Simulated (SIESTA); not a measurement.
SIESTA run on Hf (P6_3/mmc, 2 atoms in the cell): self-consistent single point.

Level of theory: SIESTA with GGA PBE, numerical atomic orbitals DZP, PseudoDojo PBE standard norm-conserving potentials (rewritten from UPF to PSML).

```
CELL_PARAMETERS angstrom
      3.26229     0.00000     0.00000
     -1.63115     2.82523     0.00000
      0.00000     0.00000     5.15553
ATOMIC_POSITIONS crystal
  Hf 0.33333 0.66667 0.25000
  Hf 0.66667 0.33333 0.75000
```

Reference input (self-consistent single point, DFT, GGA PBE, numerical atomic orbitals DZP, PseudoDojo PBE standard norm-conserving potentials (rewritten from UPF to PSML)): XC.functional = GGA; XC.authors = PBE; potentials = PseudoDojo PBE standard; PAO.BasisSize = DZP; PAO.EnergyShift = 0.01 Ry; MeshCutoff = 350 Ry; kgrid.MonkhorstPack = 12 12 7; OccupationFunction = FD; ElectronicTemperature = 100 meV; MaxSCFIterations = 150; SCF.Mixer.Method = Broyden; SCF.Mixer.Weight = 0.25. This run's input differs from it in these lines:

```diff
@@ -27,4 +27,4 @@
 %block kgrid.MonkhorstPack
-   12   0   0  0.0
-    0  12   0  0.0
+   13   0   0  0.0
+    0  13   0  0.0
     0   0   7  0.0
@@ -32,3 +32,3 @@
 OccupationFunction           FD
-ElectronicTemperature        100.0 meV
+ElectronicTemperature        300.0 meV
```

Output, abridged:

```
        iscf     Eharris(eV)        E_KS(eV)     FreeEng(eV)     dDmax    Ef(eV) dHmax(eV)
   scf:    1    -3066.746066    -3067.655913    -3068.276563  1.003461 -2.774196  4.525167
   scf:    2    -3068.412608    -3068.049098    -3068.698700  0.076504 -2.968845  2.889423
   scf:    3    -3068.419742    -3068.282085    -3068.987893  0.125739 -3.333781  0.019444
   scf:    4    -3068.283822    -3068.282959    -3068.988046  0.001254 -3.333218  0.013398
   scf:    5    -3068.284716    -3068.283846    -3068.988139  0.003108 -3.335922  0.011899
   [... 7 lines left out ...]
   scf:   13    -3068.283941    -3068.283935    -3068.988144  0.000023 -3.339855  0.000160
   scf:   14    -3068.283943    -3068.283939    -3068.988144  0.000015 -3.339883  0.000117
   scf:   15    -3068.283945    -3068.283942    -3068.988144  0.000011 -3.339904  0.000086
   scf:   16    -3068.283946    -3068.283944    -3068.988144  0.000009 -3.339920  0.000064
SCF Convergence by DM+H criterion
max |DM_out - DM_in|         :     0.0000085166
max |H_out - H_in|      (eV) :     0.0000637440
SCF cycle converged after 16 iterations

Using DM_out to compute the final energy and forces

siesta: E_KS(eV) =            -3068.2839

siesta: E_KS - E_eggbox =     -3068.2839

siesta: Atomic forces (eV/Ang):
     1    0.000030   -0.000016    0.000000
     2   -0.000030    0.000016    0.000000
   Tot   -0.000000   -0.000000    0.000000
   Max    0.000030
   Res    0.000020    sqrt( Sum f_i^2 / 3N )
   Max    0.000030    constrained

Stress tensor Voigt[x,y,z,yz,xz,xy] (kbar):       72.44       72.49       57.24       -0.00       -0.00        0.05
(Free)E + p*V (eV/cell)    -3070.9868
Target enthalpy (eV/cell)    -3068.9881

siesta: Program's energy decomposition (eV):
siesta: FreeEng =     -3068.988144

   [... lines left out ...]
siesta:     0.045212    0.000030   -0.000000
siesta:     0.000030    0.045246   -0.000000
siesta:    -0.000000   -0.000000    0.035726

siesta: Cell volume =         47.517064 Ang**3

siesta: Pressure (static):
siesta:                Solid            Molecule  Units
siesta:          -0.00045811         -0.00045810  Ry/Bohr**3
siesta:          -0.04206135         -0.04206090  eV/Ang**3
siesta:         -67.38971659        -67.38899813  kBar
```

The run converged in 16 iterations. Against the reference run the free energy drops by 143 meV/atom and the pressure goes from -7.85 to -6.74 GPa.

The starting cell comes from a database of computed structures (which also holds hypothetical and non-ambient phases and stackings), without a prior relaxation at this level. Its lattice was rescaled by a random factor within 2.5 % of one. Values carry the incompleteness of an atom-centred basis. With a pressure of about -7 GPa the cell is away from its equilibrium volume at this level.

Cost on one core of a shared machine: roughly 60 s.
